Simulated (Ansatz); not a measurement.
## What a tighter setting buys: basis.ecutwfc, WS2 (P3m1, 9 atoms in the cell)

Cell: a = 3.1654 Å, b = 3.1654 Å, c = 28.3753 Å, α = 90.00°, β = 90.00°, γ = 120.00°.

Level of theory: PBEsol, default PAW files made with PBE (plane waves; Ansatz, an electronic-structure program).

Base settings: basis.ecutwfc = 420 eV; kpoints.mp_grid.grid = 6 6 1; hamiltonian.xc = pbesol; hamiltonian.pseudopotentials = {kind: paw} (the program's default PAW files); scf.occupations.method = fixed.

Misses are taken against the tightest run, 840 eV, which need not be fully converged itself. The energy is the free energy per atom.

The count of work is k-points × plane waves × bands × iterations; it is no time, and leaves out set-up, grids and terms that scale otherwise. 

Ansatz's pressure holds its estimate of the finite-basis (Pulay) stress, which hides part of the cutoff error; the uncorrected pressure shows it.

The starting cell comes from a database of computed structures (which also holds hypothetical and non-ambient phases and stackings), without a prior relaxation at this level. Its lattice was rescaled by a random factor within 2.5 % of one. Ansatz's pressure includes its estimate of the finite-basis (Pulay) stress.

The runs (basis.ecutwfc): 170 eV | 210 eV | 250 eV | 295 eV | 335 eV | 380 eV | 420 eV | 485 eV | 545 eV | 630 eV | 735 eV | 840 eV.

Question: Which is the coarsest setting among those run that, with all tighter ones, holds the energy within 10 meV/atom of the reference, and what does it save?

Answer: 335 eV, off by 5.2 meV/atom; it needs 0.25 of the reference's count of work.

Question: Which is the coarsest setting among those run that, with all tighter ones, holds the energy within 0.5 meV/atom of the reference, and what does it save?

Answer: 485 eV, off by 0.29 meV/atom; it needs 0.44 of the reference's count of work.

Question: What does the step from 170 eV to 380 eV buy?

Answer: It takes the miss in the energy from 3900 to 1.3 meV/atom, for 2.9 times the count of work.

```tsv
basis.ecutwfc	energy less reference (meV/atom)	pressure less reference (GPa)	largest difference in the force on any atom (eV/Å)	uncorrected pressure less reference (GPa)	count of work / reference
170 eV	3931.72	0.50	0.351	-82.33	0.10
210 eV	1049.47	-0.60	0.079	-30.26	0.14
250 eV	238.97	0.27	0.076	-9.09	0.14
295 eV	32.74	0.16	0.025	-1.64	0.21
335 eV	5.25	0.02	0.005	-0.26	0.25
380 eV	1.35	0.01	0.002	-0.03	0.29
420 eV	0.70	0.01	0.001	-0.01	0.35
485 eV	0.29	0.00	0.000	0.00	0.44
545 eV	0.14	0.00	0.000	0.00	0.51
630 eV	0.04	0.00	0.000	0.00	0.66
735 eV	0.02	0.00	0.000	0.00	0.80
840 eV	0.00	0.00	0.000	0.00	1.0
```

Keys are those of Ansatz 0.2.
